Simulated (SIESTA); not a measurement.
Band structure of GaGeTe₂ (P-3m1, 8 atoms in the cell).

```yaml
crystal:
  lattice:
    - [4.22175, 0.00000, 0.00000]
    - [-2.11088, 3.65614, 0.00000]
    - [0.00000, 0.00000, 17.26808]
  atoms:
    - { symbol: Ga, position: [0.33333, 0.66667, 0.32700] }
    - { symbol: Ga, position: [0.66667, 0.33333, 0.67300] }
    - { symbol: Ge, position: [0.66667, 0.33333, 0.82534] }
    - { symbol: Ge, position: [0.33333, 0.66667, 0.17466] }
    - { symbol: Te, position: [0.33333, 0.66667, 0.90134] }
    - { symbol: Te, position: [0.66667, 0.33333, 0.09866] }
    - { symbol: Te, position: [0.66667, 0.33333, 0.39997] }
    - { symbol: Te, position: [0.33333, 0.66667, 0.60003] }
```

Method: GGA PBEsol, numerical atomic orbitals DZP, PseudoDojo PBEsol standard norm-conserving potentials (rewritten from UPF to PSML) (SIESTA 5.4.2).

Settings: XC.functional = GGA; XC.authors = PBEsol; potentials = PseudoDojo PBEsol standard; PAO.BasisSize = DZP; PAO.EnergyShift = 0.005 Ry; MeshCutoff = 350 Ry; kgrid.MonkhorstPack = 5 5 1; OccupationFunction = MP; OccupationMPOrder = 0; ElectronicTemperature = 136 meV; MaxSCFIterations = 150; SCF.Mixer.Method = Pulay; SCF.Mixer.Weight = 0.2; SCF.Mixer.History = 8.

The starting cell comes from a database of computed structures (which also holds hypothetical and non-ambient phases and stackings), without a prior relaxation at this level. Spin-orbit coupling is off. Values carry the incompleteness of an atom-centred basis. The run gives no clean gap (levels at the Fermi energy touch, overlap or are partly filled at this smearing), which alone does not show that the compound is a metal.

Levels in eV from the Fermi level, bands 57 to 62:
| point | 57 | 58 | 59 | 60 | 61 | 62 |
|---|---|---|---|---|---|---|
| Γ | -1.45 | -1.20 | -0.73 | -0.36 | 0.29 | 0.68 |
| M | -2.57 | -2.41 | -1.09 | -0.29 | 0.37 | 0.49 |
| K | -2.46 | -2.46 | 0.30 | 0.30 | 0.49 | 1.23 |
| A | -1.46 | -1.46 | -0.47 | -0.38 | 0.28 | 0.65 |
| L | -2.58 | -2.54 | -0.69 | -0.61 | 0.25 | 0.65 |
| H | -2.32 | -2.32 | 0.20 | 0.20 | 0.63 | 0.96 |

Bands cross the Fermi level along this path, so the cell is metallic at this level.

Higher empty bands are left out: an atom-centred basis made for the valence describes them poorly.
